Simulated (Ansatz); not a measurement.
Take GaN in the wurtzite structure (space group P6_3mc, No. 186) as the base.

```
CELL_PARAMETERS angstrom
      3.18312     0.00000     0.00000
     -1.59156     2.75667     0.00000
      0.00000     0.00000     5.18363
ATOMIC_POSITIONS crystal
  Ga 0.66667 0.33333 0.00099
  Ga 0.33333 0.66667 0.50099
  N  0.66667 0.33333 0.62421
  N  0.33333 0.66667 0.12421
```

Method: DFT with r2SCAN, PAW potentials and a 500 eV plane-wave cutoff in Ansatz (a program for electronic structure), no SOC.

Before the change:

| Quantity | Result |
|---|---|
| Band gap | 2.35 eV |
| Electron mass | 0.17 mₑ along c, 0.19 mₑ across (at Γ) |
| Valence-band top at Γ | 0.00, 0.00, -0.04 eV |
| Gap character | direct at Γ |

It is then changed as follows: every lattice vector is stretched by 3.74 %; the atoms relax in the strained cell.

Task: Estimate the effect on the band gap, electron mass, valence-band top at Γ, energy relative to the base and gap character.

Result: The band gap decreases by 0.76 eV to 1.59 eV; the electron mass changes from 0.17 mₑ along c, 0.19 mₑ across (at Γ) to 0.12 mₑ along c, 0.14 mₑ across (at Γ); the valence-band top at Γ (three highest levels, from the VBM) goes from 0.00, 0.00, -0.04 eV to 0.00, 0.00, -0.02 eV; the energy increases by 78 meV/atom; the gap character is still direct at Γ.

Effective masses come from finite differences of ±0.01 Å⁻¹. No phonon test of stability was made.
